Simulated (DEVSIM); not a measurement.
Device: illuminated Si n-on-p cell, one wavelength, with a back-surface field, at 300 K.

Layer 1 from the left is Si, thickness (μm) 0.180, Nd (cm⁻³) 2.6e18, τn (s) 1.5e-7, τp (s) 2.9e-7, absorption coefficient (cm⁻¹) 9700. Layer 2 from the left is Si, thickness (μm) 31.0, Na (cm⁻³) 2.9e17, τn (s) 2.2e-6, τp (s) 2.2e-6, absorption coefficient (cm⁻¹) 9700. Layer 3 from the left is Si, thickness (μm) 1.80, Na (cm⁻³) 9.6e18, τn (s) 2.2e-6, τp (s) 2.2e-6, absorption coefficient (cm⁻¹) 9700.

Left contact: ohmic, minority hole recombination velocity 40000 cm/s. Right contact: ohmic, minority electron recombination velocity 30000 cm/s. Voltage is applied to the left contact. Recombination: SRH at mid-gap, radiative, Auger. Light enters at the left, 3.5e17 photons cm⁻² s⁻¹, one pass, no reflection. Mobility is μmin + (μ − μmin)/(1 + (N/Nref)^α).

The device is made up for the run: typed textbook-type constants, with dimensions and the other settings drawn at random. Values at 300 K.

Si: gap (eV) 1.124, affinity (eV) 4.05, permittivity 11.7, Nc (cm⁻³) 2.86e19, Nv (cm⁻³) 3.1e19, μn (cm²/Vs) 1417, μp (cm²/Vs) 470, μn,min 52, μp,min 45, Nref,n 9.7e16, Nref,p 2.2e17, αn 0.68, αp 0.72, B (cm³/s) 4.7e-15, Cn (cm⁶/s) 2.8e-31, Cp (cm⁶/s) 9.9e-32.

Model (solved in DEVSIM): 1D drift-diffusion, Boltzmann statistics, complete ionisation; no tunnelling, impact ionisation, image-force lowering or self-heating.

Dark forward current:

| |V| (V) | |J| (A/cm²) |
|---|---|
| 0.05 | 3.146e-10 |
| 0.10 | 1.113e-9 |
| 0.15 | 3.321e-9 |
| 0.20 | 9.743e-9 |
| 0.25 | 3.006e-8 |
| 0.30 | 1.046e-7 |
| 0.35 | 4.383e-7 |
| 0.40 | 2.244e-6 |
| 0.45 | 1.333e-5 |
| 0.50 | 8.612e-5 |
| 0.55 | 0.0005785 |
| 0.60 | 0.003952 |
| 0.65 | 0.02718 |
| 0.70 | 0.1873 |
| 0.75 | 1.281 |
| 0.80 | 8.306 |
| 0.85 | 43.80 |
| 0.90 | 170.4 |
| 0.95 | 556.2 |
| 1.00 | 1557 |
| 1.05 | 3497 |

Problem. Work out the local ideality factor n = ΔV / (kT/q · ln(J2/J1)) between the rows 0.15 and 0.20 V, 0.65 and 0.70 V, 1.00 and 1.05 V.

Solution. kT/q = 25.85 mV. From 0.15 to 0.20 V: ln(9.743e-9/3.321e-9) = 1.076, n = 1.80. From 0.65 to 0.70 V: ln(0.1873/0.02718) = 1.930, n = 1.00, near the 1 of diffusion or emission over a barrier. From 1.00 to 1.05 V: ln(3497/1557) = 0.809, n = 2.39.

Problem. What current could the absorbed light give at most, and what share is collected?

Solution. Σ αd = 32.0, so qΦ(1 − exp(−Σ αd)) = 56.1 mA/cm². The simulated short-circuit current is 54.64 mA/cm², a share of 0.97.

Problem. Estimate the open-circuit voltage by superposition: the voltage at which the dark current equals that short-circuit current.

Solution. Interpolating ln J in the table gives 0.668 V. The simulation gives 0.668 V, the same within the digits that matter. Superposition holds where collection doesn't change with voltage.

Problem. Estimate the fill factor from FF0 = (v − ln(v + 0.72))/(v + 1), v = qVoc/(nkT), with n from the dark curve.

Solution. The rows about Voc, 0.65 and 0.70 V, give n = 1.00, so v = 25.8 and FF0 = 0.840. The simulation gives 0.839, the same within the digits that matter.
